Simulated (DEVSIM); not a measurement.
Structure: Ti/SiO2/p-Si capacitor, at 300 K.

Layer 1 from the left is SiO2, thickness (nm) 1.00. Layer 2 from the left is Si, thickness (nm) 2400, Na (cm⁻³) 5.6e16.

Metal gate on the left, work function 4.33 eV. Fixed charge at the semiconductor interface 0 cm⁻² (in units of +e); no interface traps.

The device is made up for the run: typed textbook-type constants, with dimensions and the other settings drawn at random. Values at 300 K.

SiO2: gap (eV) 9, affinity (eV) 0.9, permittivity 3.9. Si: gap (eV) 1.124, affinity (eV) 4.05, permittivity 11.7, Nc (cm⁻³) 2.86e19, Nv (cm⁻³) 3.1e19.

**Question.** Estimate by hand the flat-band voltage, the threshold voltage, and compare with a numerical solution.

**Answer.** 
- Flat-band voltage: C = 3.45 μF/cm², work-function difference -0.681 V; VFB = φms − qNf/C = -0.68 V; numerical -0.68 V.
- Threshold voltage: φF = 0.400 V, depletion charge √(4εqNφF) = 1.22e-7 C/cm²; VT = VFB + 2φF + Qd/C = 0.15 V; numerical 0.15 V.

DEVSIM, 1D Poisson equation in equilibrium, Boltzmann statistics, complete ionisation; no quantum confinement or tunnelling. Metal contacts follow the ideal Schottky-Mott rule: no Fermi-level pinning, no interface dipoles.
